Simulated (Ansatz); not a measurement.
# Worked sum: reaction energy

We look at the reaction energy. Reaction: 1/2 Si (diamond) + H2O (gas) → 1/2 SiO2 (quartz) + H2 (gas). Negative: the products are lower in energy.

SiO2 (quartz, P3₂21), 9 atoms in the cell. Conventional cell: a = b = 5.021 Å, c = 5.509 Å, α = β = 90.00°, γ = 120.00°.

Setting: static, neutral cells in Ansatz (PAW) whose structures rest at the PBE level. Ansatz (an electronic-structure program) runs with its PAW set soft_1. Other levels take these structures. The lattices are those relaxed with PBE, so at other levels the solids can be strained, which adds to the spread. A dispersion term (D3(BJ), or D4 for r2SCAN) was computed beside these levels and is taken off wherever the name lacks it.

Total energies of the cells in eV, at zero smearing width. They compare only within one column; the weights balance every element.

| cell | atoms | weight | PBE | RPBE |
|---|---|---|---|---|
| SiO2 (quartz) | 9 | +1 | -5322.26530 | -5342.08370 |
| Si (diamond) | 2 | −3/2 | -1271.62301 | -1277.80685 |
| H2 (gas) | 2 | +6 | -31.74397 | -32.07063 |
| H2O (gas) | 3 | −6 | -599.22672 | -601.38753 |

PBE: (-5322.26530) − 3/2 × (-1271.62301) + 6 × (-31.74397) − 6 × (-599.22672) = -9.934 eV; dividing by 6 gives -1.66 eV.

RPBE: (-5342.08370) − 3/2 × (-1277.80685) + 6 × (-32.07063) − 6 × (-601.38753) = -9.472 eV; dividing by 6 gives -1.58 eV.

What follows from the PBE value: Per mole of the reaction as written, -1.656 eV × 96.485 = -159.8 kJ.
